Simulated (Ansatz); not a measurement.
# AgCl: isotropic strain −2.50 %

Base system: AgCl in the rock salt structure (space group Fm-3m, No. 225; a = 5.447 Å).

The change: every lattice vector is shortened by 2.50 %; the atoms relax in the strained cell.

Calculations: PBEsol (Ansatz, a first-principles code; PAW; 420 eV plane waves; no SOC). Settings: 10×10×10 k-points, 0.05 eV Fermi–Dirac smearing.

The volume per atom decreases by 1.48 Å³, from 20.21 Å³ to 18.73 Å³ and the space group remains Fm-3m (No. 225). The energy increases by 22 meV/atom and the band gap increases by 0.02 eV to 0.74 eV. The gap character stays indirect, L → Γ and the smallest direct gap grows by 0.31 eV (3.03 eV → 3.34 eV). The mean gap deformation potential ΔEg/Δln V is -0.2 eV and the electron mass is still 0.25 mₑ (at Γ). The valley order (the lowest conduction-band minima on the path, energy above the VBM, named in the base's zone) changes from Γ 0.72 eV; X along ⟨100⟩ 2.13 eV to Γ 0.74 eV; X along ⟨100⟩ 1.98 eV.

Final structure:

```
AgCl
1.0
    0.00000     2.65565     2.65565
    2.65565     0.00000     2.65565
    2.65565     2.65565     0.00000
Ag Cl
1 1
Direct
  0.00000   0.00000   0.00000
  0.50000   0.50000   0.50000
```

Masses are band curvatures over ±0.01 Å⁻¹ around the edge. Stability against distortions was not tested.
